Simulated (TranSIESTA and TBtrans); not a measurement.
Run with TranSIESTA and TBtrans (open boundaries, self-consistent; PseudoDojo norm-conserving potentials, scalar-relativistic): PAO.BasisSize SZP, PAO.EnergyShift 0.15 eV, XC.Authors PBE, Mesh.Cutoff 200 Ry, ElectronicTemperature 300 K, TS.Voltage 0.0 eV, TBT.Elecs.Eta 0.001 eV, no spin polarisation.

System: Sn chain with one Pb atom in place of Sn. Leads: straight Sn chain, spacing 2.75 Å. Geometry: 3 atoms about the centre moved by SIESTA (PBE, DZP) to a largest force of 0.01 eV/Å, all others as built, motion along the axis alone.

Q: Give the largest eigenchannel transmissions at the Fermi level (four at most) and the total.

A: 0.99, 0.99, 0.97; total 2.95. The straight chain is held at its spacing; free chains may zigzag or dimerise. No spin-polarised start was tried, so a magnetic state, if there is one, is missed. Spin-orbit coupling, left out here, matters for the heavy atoms.
